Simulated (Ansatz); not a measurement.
**A short convergence ladder for InSe (R3m, 4 atoms in the cell)**

```yaml
crystal:
  lattice:
    - [2.01323, 1.16234, 8.56548]
    - [-2.01323, 1.16234, 8.56548]
    - [0.00000, -2.32468, 8.56548]
  atoms:
    - { symbol: In, position: [0.11230, 0.11230, 0.11230] }
    - { symbol: In, position: [0.00183, 0.00183, 0.00183] }
    - { symbol: Se, position: [0.61971, 0.61971, 0.61971] }
    - { symbol: Se, position: [0.82581, 0.82581, 0.82581] }
```

Base method: PBEsol, default PAW files made with PBE (plane waves; Ansatz, a first-principles code).

Base settings: basis.ecutwfc = 420 eV; kpoints.mp_grid.grid = 7 7 7; hamiltonian.xc = pbesol; hamiltonian.pseudopotentials = {kind: paw} (the program's default PAW files); scf.occupations.method = fixed.

**The width of Fermi-Dirac smearing**

In this ladder: scf.occupations.method = fermi_dirac.

The mesh stays at the base's, so the ladder's end is converged at best in this setting alone.

Only quantities that move along the ladder and can be compared are tabulated.

| scf.occupations.width | free energy less the last step's (meV/atom) | pressure (GPa) | largest difference of a force vector from the last step's (eV/Å) |
|---|---|---|---|
| 1 eV | -443.78 | 3.85 | 0.589 |
| 0.5 eV | -44.89 | 0.75 | 0.095 |
| 0.2 eV | -0.97 | 0.16 | 0.011 |
| 0.1 eV | -0.06 | 0.14 | 0.002 |
| 0.02 eV | 0.00 | 0.14 | 0.000 |

Widest scf.occupations.width that holds the free energy within 2 meV/atom of the last step, with all finer ones: 0.2 eV; the step before is off by 45 meV/atom.

Widest scf.occupations.width that holds the pressure within 1 GPa of the last step, with all finer ones: 0.5 eV; the step before is off by 3.7 GPa.

Widest scf.occupations.width that holds the forces within 0.02 eV/Å of the last step, with all finer ones: 0.2 eV; the step before is off by 0.095 eV/Å.

On the base run: the starting cell comes from a database of computed structures (which also holds hypothetical and non-ambient phases and stackings), without a prior relaxation at this level. Its lattice was rescaled by up to half a per cent. One atom was moved a little off its site on purpose. Ansatz's pressure includes its estimate of the finite-basis (Pulay) stress.

Keys are those of Ansatz 0.2.
